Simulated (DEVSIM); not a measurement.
Device: Pt/HfO2/SiO2/p-Si capacitor, at 300 K.

Layer 1 from the left is HfO2, thickness (nm) 4.30. Layer 2 from the left is SiO2, thickness (nm) 0.800. Layer 3 from the left is Si, thickness (nm) 2100, Na (cm⁻³) 7.5e16.

Metal gate on the left, work function 5.6 eV. Fixed charge at the semiconductor interface 2.7e12 cm⁻² (in units of +e); no interface traps.

Constants are typed, rounded textbook-type inputs, not results; the design itself was drawn at random and stands for no fabricated device. Values at 300 K.

HfO2: gap (eV) 5.7, affinity (eV) 2.5, permittivity 22. SiO2: gap (eV) 9, affinity (eV) 0.9, permittivity 3.9. Si: gap (eV) 1.124, affinity (eV) 4.05, permittivity 11.7, Nc (cm⁻³) 2.86e19, Nv (cm⁻³) 3.1e19.

Simulated with DEVSIM: 1D Poisson equation in equilibrium, Boltzmann statistics, complete ionisation; no quantum confinement or tunnelling. Metal contacts follow the ideal Schottky-Mott rule: no Fermi-level pinning, no interface dipoles.

**Question.** What does the simulation give for the minimum of the low-frequency capacitance, the threshold voltage (band bending 2φF)?

**Answer.** minimum of the low-frequency capacitance 0.0951 μF/cm²; threshold voltage (band bending 2φF) 1.26 V.
